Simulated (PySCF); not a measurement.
PySCF 2.14.0, R2SCAN/def2-svp, df: Cu(OH)(OH2) ([OH][Cu]<-[OH2]), 6 atoms. The geometry is a generated start, not checked to be a minimum at this level.

```
Item                           Value
-------------------  ---------------
task                          energy
method                        r2scan
basis                       def2-svp
two-electron scheme  density fitting
mol.max_memory               3000 MB
mf.max_cycle                     100
mf.init_guess        minao (default)
mf.DIIS              CDIIS (default)
mf.diis_space            8 (default)
mf.conv_tol          1e-09 (default)
mf.grids.level           3 (default)
basis functions                   74
grid points                    78232
```

```xyz
6

Cu     0.2490    -0.0302    -0.2648
O      1.7357    -0.2946    -1.0662
H      2.0690     0.4990    -1.4812
O     -1.3737     0.0787     0.5867
H     -1.1878     0.5960     1.3879
H     -1.4922    -0.8489     0.8376
```

Charge 0 and multiplicity 1 are set for this test and not shown to be the ground state.

One run each on 2 threads, 1 BLAS thread. Values of level_shift (Hartree) tried: 0 (default), 0.1, 0.3, 1.

Which value of level_shift (Hartree) needs the fewest Fock builds, and what happens away from it?

Fewest Fock builds: 0 (default) with 13. The count rises to 66 at 1. All converge to one solution.

```csv
level_shift (Hartree),Fock builds,end
0 (default),13,same solution
0.1,15,same solution
0.3,20,same solution
1,66,same solution
```
